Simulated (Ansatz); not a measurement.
Results of PBEsol (Ansatz, an electronic-structure program, PAW) for SrTaNO₂ (Ama2, No. 40, 20 atoms in the cell; start mp-2583419).

Run with plane-wave cutoff 520 eV, 4×6×6 k mesh (along the axes of the cell as run), Fermi–Dirac smearing 0.01 eV, scalar-relativistic PAW data made under PBE.

Cell (relaxed with PBEsol):

```xyz
20
Lattice="8.0014 0.0000 0.0000 0.0000 4.0671 3.9669 0.0000 -4.0671 3.9669" Properties=species:S:1:pos:R:3 pbc="T T T"
Sr     6.0011    -0.0272     7.8931
Sr     2.0004     0.0272     7.8931
Sr     6.0011    -0.0306     3.8876
Sr     2.0004     0.0306     3.8876
Ta     7.9422     1.9741     5.9169
Ta     0.0592    -1.9741     5.9169
Ta     4.0599     1.9741     5.9169
Ta     3.9415    -1.9741     5.9169
N      2.0004    -2.0854     5.6548
N      6.0011     2.0854     5.6548
N      0.0000     0.0000     5.9055
N      4.0007     0.0000     5.9055
O      2.0004    -1.9678     2.3467
O      6.0011     1.9678     2.3467
O      4.3362    -2.1194     3.9837
O      3.6652     2.1194     3.9837
O      7.6659    -2.1194     3.9837
O      0.3355     2.1194     3.9837
O      0.0000     0.0000     2.1160
O      4.0007     0.0000     2.1160
```

**Question.** Predict the band gap and smallest direct gap on the k points sampled.

**Answer.** 
band gap: 1.15 eV
smallest direct gap on the k points sampled: 1.32 eV

Spin–orbit coupling is not included.

Computed values are for the static lattice.

Cost on a shared machine: very roughly 9 core-minutes.

A start named mp-… is a Materials Project structure, which need not be a measured phase.
